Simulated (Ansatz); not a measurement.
A computed series for W: response to strain

Consider W in the bcc (W type) structure (space group Im-3m, No. 229; a = 3.169 Å; relaxed with 0.1 eV smearing). Axes: x, y, z lie along the cube axes.

Strains are applied to the cell and any free atomic positions relax; under biaxial strain the out-of-plane vector relaxes too; under stress the whole cell relaxes.

Calculations: Ansatz (a program for electronic structure) r2SCAN, scalar-relativistic without spin-orbit coupling, earlier PAW set.

Notes on the quantities. pressure: mean of the normal stresses, compression positive; energy relative to the base: free energy F.

| case | shortest interatomic distance | pressure | energy relative to the base |
|---|---|---|---|
| base | 5.187 bohr | 0.0 GPa | 0 meV/atom |
| biaxial strain −0.43 %, plane normal [001], relaxed out of plane | 5.178 bohr | 1.7 GPa | +1.1 meV/atom |
| biaxial strain +0.25 %, plane normal [001], relaxed out of plane | 5.192 bohr | (withheld) | +0.4 meV/atom |
| biaxial strain −2.72 %, plane normal [111], relaxed out of plane | 5.077 bohr | 10.7 GPa | +42 meV/atom |
| isotropic strain −2.19 % | 5.073 bohr | 24.3 GPa | +73 meV/atom |
| isotropic strain −0.74 % | 5.148 bohr | 7.5 GPa | +8.0 meV/atom |
| uniaxial strain ε_yy = −5.87 % | 5.087 bohr | 22.5 GPa | +107 meV/atom |
| uniaxial strain ε_yy = +5.82 % | 5.289 bohr | -15.7 GPa | +81 meV/atom |
| tensor shear ε_xz = +0.39 % | (withheld) | 0.0 GPa | (withheld) |
| uniaxial stress, 8 GPa compression along z | 5.174 bohr | – | +6.9 meV/atom |

Question: What belongs in the blanks?

Answer: 
- biaxial strain +0.25 %, plane normal [001], relaxed out of plane, pressure: -1.0 GPa
- tensor shear ε_xz = +0.39 %, shortest interatomic distance: 5.173 bohr
- tensor shear ε_xz = +0.39 %, energy relative to the base: +0.5 meV/atom

Beyond what the load breaks, stability against distortions was not tested. All final runs are without spin polarisation.
